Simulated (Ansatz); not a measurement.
Start from Ru in the hcp (Mg type) structure (space group P6_3/mmc, No. 194; a = 2.705 Å, c = 4.260 Å).

The values are results of Ansatz (a program for electronic structure) r2SCAN, spin-orbit coupling left out, not measurements.

Before the change:

Pressure: 0.0 GPa
Band gap: zero

One thing is altered: the cell is scaled by 0.9735 in all directions, atoms relaxed at fixed cell.

Task: How does this affect the energy relative to the base?

Result: The energy goes up by 100 meV/atom.

Task: What happens to the pressure?

Result: The pressure (mean of the normal stresses, compression positive) goes from zero to 33.1 GPa.

Task: Predict the new band gap.

Result: The band gap remains zero.

The cells carry an imposed strain or load. No phonon test of stability was made. The final runs are not spin-polarised.
